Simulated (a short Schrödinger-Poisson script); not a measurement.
Symmetric double-gate stack, SiO2 on p-type Si(100)

Structure: symmetric double-gate stack, SiO2 on p-type Si(100), at 400 K.

| layer | material | thickness (nm) | Na (cm⁻³) |
|---|---|---|---|
| 1 | SiO2 | 2.4 | - |
| 2 | Si | 20 | 4e16 |
| 3 | SiO2 | 2.4 | - |

The device is made up for the run: typed textbook-type constants, with dimensions and the other settings drawn at random. SiO2: permittivity 3.9, conduction-band edge (eV) 3.15, gap (eV) 9, electron mass (mₑ) 0.5. Si: permittivity 11.7, conduction-band edge (eV) 0, gap (eV) 1.124, Nv at 300 K (cm⁻³) 3.1e19.

Channel valleys (confinement mass, in-plane density-of-states mass, number): Δ2 0.916, 0.19, 2; Δ4 0.19, 0.417, 4. At the gates, both at one voltage, the conduction-band edge of layer 1 lies 3.65 eV − eVg above the Fermi level of the channel. Gaps are held at their typed values at every temperature. Mesh 0.03 nm at interfaces.

Solved with a short Schrödinger-Poisson script written for these runs: 1D Poisson equation in equilibrium, electrons quantum, Hartree (BenDaniel-Duke, 12 states a valley, the channel's in-plane mass for all, wave functions free to enter the dielectric), parabolic valleys, classical holes, full ionisation, no traps, pinning or gate leakage.

| Vg (V) | electrons (cm⁻²) | C (μF/cm²) | Δ2 E0 (meV) | Δ2 E1 (meV) | Δ4 E0 (meV) | Δ4 E1 (meV) |
|---|---|---|---|---|---|---|
| -0.1 | 1.63e6 | < 0.003 | 608.1 | 610.7 | 611.7 | 624.9 |
| 0 | 2.97e7 | < 0.003 | 508.1 | 510.7 | 511.7 | 524.9 |
| 0.1 | 5.39e8 | < 0.003 | 408.2 | 410.7 | 411.7 | 424.9 |
| 0.2 | 9.59e9 | 0.0441 | 309.0 | 311.5 | 312.6 | 325.7 |
| 0.3 | 1.29e11 | 0.456 | 219.8 | 221.6 | 223.5 | 235.8 |
| 0.4 | 6.51e11 | 1.18 | 163.1 | 163.3 | 169.8 | 179.0 |
| 0.5 | 1.53e12 | 1.59 | 128.4 | 128.5 | 142.8 | 148.3 |
| 0.6 | 2.60e12 | 1.83 | 103.9 | 103.9 | 125.9 | 129.0 |
| 0.7 | 3.80e12 | 1.99 | 85.2 | 85.2 | 113.7 | 115.5 |
| 0.8 | 5.08e12 | 2.10 | 70.2 | 70.2 | 104.1 | 105.2 |
| 0.9 | 6.41e12 | 2.18 | 57.8 | 57.8 | 96.3 | 97.0 |
| 1 | 7.79e12 | 2.24 | 47.2 | 47.2 | 89.8 | 90.3 |
| 1.1 | 9.21e12 | 2.29 | 37.9 | 37.9 | 84.3 | 84.6 |
| 1.2 | 1.07e13 | 2.33 | 29.7 | 29.7 | 79.4 | 79.7 |
| 1.3 | 1.21e13 | 2.36 | 22.3 | 22.3 | 75.2 | 75.4 |
| 1.4 | 1.36e13 | 2.39 | 15.5 | 15.5 | 71.3 | 71.5 |
| 1.5 | 1.51e13 | 2.41 | 9.3 | 9.3 | 67.8 | 68.0 |
| 1.6 | 1.66e13 | 2.43 | 3.4 | 3.4 | 64.6 | 64.7 |
| 1.7 | 1.81e13 | 2.45 | -2.0 | -2.0 | 61.6 | 61.7 |
| 1.8 | 1.97e13 | 2.46 | -7.2 | -7.2 | 58.9 | 58.9 |
| 1.9 | 2.12e13 | 2.48 | -12.0 | -12.0 | 56.2 | 56.3 |

Subbands count from the Fermi level. The capacitance is that of both gates.
